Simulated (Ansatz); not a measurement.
Given:

```
CELL_PARAMETERS angstrom
      3.84514     0.00000     0.00000
     -1.92257     3.32999     0.00000
      0.00000     0.00000     6.53337
ATOMIC_POSITIONS crystal
  Zn 0.66667 0.33333 0.99758
  Zn 0.33333 0.66667 0.49758
  S  0.66667 0.33333 0.62762
  S  0.33333 0.66667 0.12762
```

No spin polarisation.

Computed with PBE, PAW, 420 eV (Ansatz, a first-principles code; no spin-orbit coupling), earlier PAW set. Settings: 10×10×5 k-points, 0.05 eV Fermi–Dirac smearing.

Task: What valence-band top at Γ (three highest levels, from the VBM) does the calculation give?

Result: 0.00, 0.00, -0.24 eV.

Task: Estimate the stress (xx, yy, zz, yz, xz, xy; compression positive).

Result: (-1.17, -1.17, -4.53, 0.00, 0.00, 0.00) GPa.

Task: What band gap does the calculation give?

Result: 1.81 eV.

The cells carry an imposed strain or load. Stability against distortions was not tested. The cell was made from ZnS in the wurtzite structure (space group P6_3mc, No. 186) by this change: uniaxial strain ε_zz = +3.61 %.
